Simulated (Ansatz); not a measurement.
The starting structures come from a database of crystals and need not be the phases stable at ambient conditions.

Data:

```xyz
6
Lattice="3.3671 -0.1160 0.0000 1.3651 5.1369 0.0000 0.0000 0.0000 3.4413" Properties=species:S:1:pos:R:3 pbc="T T T"
Na     2.1516     4.1062     0.8603
Na     2.5806     0.9147     2.5809
H      0.5796     2.1518     0.8603
H      4.1526     2.8691     2.5809
O      3.7299     3.7426     2.5809
O      1.0023     1.2783     0.8603
```

Space group of this cell: P2_1/m. The cell was relaxed by PBE-D3(BJ); by PBEsol its mean pressure is 0.5 GPa.

Transport runs along the normal of the first two printed cell vectors.

No gap correction and no spin-orbit coupling; mid-gap values are interpolated between computed energies.

Q: Predict the band gap and the smallest decay constant κ at mid-gap from PBEsol (Ansatz, a program for electronic structure).

A: Gap 3.28 eV on a 10×6×10 mesh; κ = 0.304 1/Å, at the zone centre.
